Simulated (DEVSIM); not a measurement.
Structure: abrupt Si n-p junction, at 300 K.

Layer 1 from the left is Si, thickness (μm) 1.30, Nd (cm⁻³) 2.1e15, τn (s) 9.7e-7, τp (s) 9.7e-7. Layer 2 from the left is Si, thickness (μm) 22.0, Na (cm⁻³) 8.7e15, τn (s) 9.7e-7, τp (s) 9.7e-7.

Left contact: ohmic. Right contact: ohmic. Voltage is applied to the left contact. Recombination: SRH at mid-gap, radiative. Mobility is μmin + (μ − μmin)/(1 + (N/Nref)^α).

The device is made up for the run: typed textbook-type constants, with dimensions and the other settings drawn at random. Values at 300 K.

Si: gap (eV) 1.124, affinity (eV) 4.05, permittivity 11.7, Nc (cm⁻³) 2.86e19, Nv (cm⁻³) 3.1e19, μn (cm²/Vs) 1417, μp (cm²/Vs) 470, μn,min 52, μp,min 45, Nref,n 9.7e16, Nref,p 2.2e17, αn 0.68, αp 0.72, B (cm³/s) 4.7e-15.

Model (solved in DEVSIM): 1D drift-diffusion, Boltzmann statistics, complete ionisation; no tunnelling, impact ionisation, image-force lowering or self-heating.

Dark forward current:

```csv
|V| (V),|J| (A/cm²)
0.05,1.843e-8
0.10,9.968e-8
0.15,5.407e-7
0.20,3.215e-6
0.25,2.034e-5
0.30,0.0001327
0.35,0.0008767
0.40,0.005812
0.45,0.03835
0.50,0.2455
0.55,1.366
0.60,5.200
0.65,12.74
0.70,23.74
0.75,38.22
0.80,56.49
0.85,78.95
0.90,105.9
0.95,137.7
1.00,174.5
1.05,216.6
1.10,264.1
1.15,317.0
1.20,375.5
1.25,439.6
1.30,509.3
```

Q: Work out the local ideality factor n = ΔV / (kT/q · ln(J2/J1)) between the rows 0.15 and 0.20 V, 0.35 and 0.40 V, 1.25 and 1.30 V.

A: kT/q = 25.85 mV. From 0.15 to 0.20 V: ln(3.215e-6/5.407e-7) = 1.783, n = 1.08, near the 1 of diffusion or emission over a barrier. From 0.35 to 0.40 V: ln(0.005812/0.0008767) = 1.892, n = 1.02, near the 1 of diffusion or emission over a barrier. From 1.25 to 1.30 V: ln(509.3/439.6) = 0.147, n = 13.14.

Q: Estimate the current at 0.35 V from the Shockley equation with J0 = Σ q ni² D/(N L) coth(W/L), τ joining the SRH, radiative and Auger lifetimes that are on, and W taken as the whole layer.

A: ni² = 1.16e20 cm⁻⁶; holes in the n layer: μ = 456 cm²/Vs, D = 11.8 cm²/s, τ = 9.70e-7 s, L = 33.8 μm, W/L = 0.038, term 8.01e-10 A/cm²; electrons in the p layer: μ = 1200 cm²/Vs, D = 30.9 cm²/s, τ = 9.70e-7 s, L = 54.7 μm, W/L = 0.40, term 3.16e-11 A/cm². J0 = 8.33e-10 A/cm², and J = J0 exp(qV/kT) = 0.000632 A/cm². The simulation gives 0.000877 A/cm²; the estimate lies 28 % below. The estimate leaves out recombination in the depletion region and that region's share of W.
